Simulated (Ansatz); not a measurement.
## Si (model structure, started from the Ge type, P4₃2₁2, No. 96, 12 atoms in the cell): equilibrium lattice constant a by level of theory

No measured value is used here.

```
level (code)           value (Å)
---------------------  ---------
LDA (Ansatz)               5.606
PBE (Ansatz)               5.679
PBEsol (Ansatz)            5.634
PBE-D3(BJ) (Ansatz)        5.620
r²SCAN (Ansatz)            5.670
r²SCAN+rVV10 (Ansatz)      5.662
```

Cutoffs differ between the levels. Ansatz's density-functional and Hartree–Fock values are scalar-relativistic unless marked +SOC, with PAW data made under PBE.

A model structure was made by putting elements into a prototype or built by hand; it is no filed structure, need not be a known phase, and can be a saddle point held by its symmetry.

Ansatz is a program for electronic structure.
